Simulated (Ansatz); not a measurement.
The starting structures come from a database of crystals and need not be the phases stable at ambient conditions.

Input:

```
CELL_PARAMETERS angstrom
      5.17526     0.00000     0.00000
      0.00000     7.31892     0.00000
      0.00000     3.65946     3.65946
ATOMIC_POSITIONS crystal
  Sn 0.50000 0.00000 0.50000
  Sn 0.00000 0.50000 0.00000
  Sn 0.50000 0.50000 0.50000
  Sn 0.00000 0.00000 0.00000
  O  0.16110 0.66110 0.50000
  O  0.83890 0.33890 0.50000
  O  0.66110 0.83890 0.00000
  O  0.33890 0.16110 0.00000
  O  0.83890 0.16110 0.17780
  O  0.16110 0.83890 0.82220
  O  0.33890 0.33890 0.32220
  O  0.66110 0.66110 0.67780
```

Space group of this cell: Pa-3. The cell is taken as given; by r2SCAN its mean pressure is -9.0 GPa.

The current runs along the normal of the first two printed vectors, the (110) plane. All runs by Ansatz (an electronic-structure program), plane waves and PAW, without spin-orbit coupling; the base is r2SCAN.

```csv
run,mean pressure (GPa),gap (eV),mid-gap κ (1/Å)
base,-9.0,1.11,0.114
all lengths scaled by 0.98,4.2,1.80,0.163
all lengths scaled by 1.02,-18.6,0.53,0.067
lda in place of r2scan,-12.5,0.46,0.063
"lengths across the current scaled by 0.98, ions clamped",-0.5,(withheld),(withheld)
"lengths across the current scaled by 1.02, ions clamped",-15.7,(withheld),(withheld)
"lengths along the current scaled by 0.97, ions clamped",-2.7,1.39,0.133
"lengths along the current scaled by 1.03, ions clamped",-14.0,(withheld),(withheld)
pbesol in place of r2scan,-7.2,0.49,0.065
```

**Question.** Fill in the missing entries.

**Answer.** 
- lengths across the current scaled by 0.98, ions clamped, gap (eV): 1.53
- lengths across the current scaled by 0.98, ions clamped, mid-gap κ (1/Å): 0.150
- lengths across the current scaled by 1.02, ions clamped, gap (eV): 0.67
- lengths across the current scaled by 1.02, ions clamped, mid-gap κ (1/Å): 0.077
- lengths along the current scaled by 1.03, ions clamped, gap (eV): 0.75
- lengths along the current scaled by 1.03, ions clamped, mid-gap κ (1/Å): 0.096
